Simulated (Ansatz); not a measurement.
Here is the system:

```
CELL_PARAMETERS angstrom
      0.00000     2.93899     2.93899
      2.93899     0.00000     2.93899
      2.93899     2.93899     0.00000
ATOMIC_POSITIONS crystal
  In 0.00000 0.00000 0.00000
  P  0.25000 0.25000 0.25000
```

Calculation: r2SCAN with spin-orbit coupling, rigid bands (plane waves, PAW; Ansatz, an electronic-structure program). How the cell was made: cell and atoms relaxed with PBEsol.

Task: Predict the hole conductivity mass (n e² τ/σ) at 300 K, by direction if it differs.

Result: 0.56 mₑ.

Task: What conductivity effective mass do dilute electrons have at 300 K?

Result: 0.089 mₑ.

Task: And the band gap?

Result: 1.09 eV at this level; semilocal functionals usually fall short of the measured gap.

Rigid bands, one relaxation time for all states, no polarons. Geometry: cell and atoms relaxed with PBEsol.
